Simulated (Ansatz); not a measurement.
**A computed series for TiO2: response to strain**

Take TiO2 in the rutile structure (space group P4_2/mnm, No. 136; a = 4.591 Å, c = 2.939 Å) as the base. Axes: x, y, z lie along a, b, c of the conventional cell.

Strains are applied to the cell and any free atomic positions relax; under biaxial strain the out-of-plane vector relaxes too.

All numbers come from PBEsol/PAW in Ansatz (a program for electronic structure), no spin-orbit coupling.

Candidates:
(a) biaxial strain −1.80 %, plane normal [001], relaxed out of plane
(b) biaxial strain −0.60 %, plane normal [001], relaxed out of plane
(c) biaxial strain −3.00 %, plane normal [001], relaxed out of plane
(d) biaxial strain −1.20 %, plane normal [001], relaxed out of plane

Order them by out-of-plane strain, lowest first.

(b) biaxial strain −0.60 %, plane normal [001], relaxed out of plane (+0.40 %), (d) biaxial strain −1.20 %, plane normal [001], relaxed out of plane (+0.82 %), (a) biaxial strain −1.80 %, plane normal [001], relaxed out of plane (+1.27 %), (c) biaxial strain −3.00 %, plane normal [001], relaxed out of plane (+2.24 %)

No phonon test of stability was made. All final runs are without spin polarisation.
